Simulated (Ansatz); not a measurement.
Start from PtSe2 in the CdI2 type structure (space group P-3m1, No. 164; layered; relaxed with 0.1 eV smearing).

```
PtSe2
1.0
    3.77223     0.00000     0.00000
   -1.88611     3.26684     0.00000
    0.00000     0.00000     4.82116
Pt Se
1 2
Cartesian
  0.00000   0.00000   0.00000
  1.88611   1.08895   1.28000
  0.00000   2.17790   3.54115
```

Cartesian axes are those of the cell as printed.

Calculations: PBE-D3(BJ)/PAW in Ansatz (a program for electronic structure), no spin-orbit coupling.

Before the change:

The volume per atom is 19.80 Å³.

The change: biaxial strain +1.13 %, plane normal [001], relaxed out of plane (Cartesian); in-plane vectors clamped, the third vector and the atoms free.

Task: Estimate the effect on the in-plane stress.

Result: The mean in-plane stress (compression positive) comes out as -2.2 GPa.

Task: What does the calculation give for the volume per atom after the change?

Result: The volume per atom increases by 0.15 Å³, from 19.80 Å³ to 19.95 Å³.

No phonon test of stability was made. All final runs are without spin polarisation.
